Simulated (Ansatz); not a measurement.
# Free zigzag chain of In atoms

All values below come from PBE (plane waves to 420 eV, PAW; Ansatz, a first-principles code). Mesh 1×1×60. No spin polarisation, so a magnetic state wasn't tested. Isolated but for its images some 11 Å away. A hypothetical model. Only distortions within the start's symmetry and period were free. Pairing along the axis, which can open a gap, is among the distortions not tried. Values not marked SOC lack spin–orbit coupling.

period along the axis (2 atoms): 5.379 Å
PBE gap: none (under 0.01 eV)
crossings of the Fermi level between Γ and the zone edge (49 points): 2, each for both spins (ideal conductance 2 × 2e²/h)
work function (PBE): 3.72 eV

```xyz
2
Lattice="13.0000 0.0000 0.0000 0.0000 11.0000 0.0000 0.0000 0.0000 5.3790" Properties=species:S:1:pos:R:3 pbc="T T T"
In     5.9764     5.5000     0.0000
In     7.0236     5.5000     2.6895
```
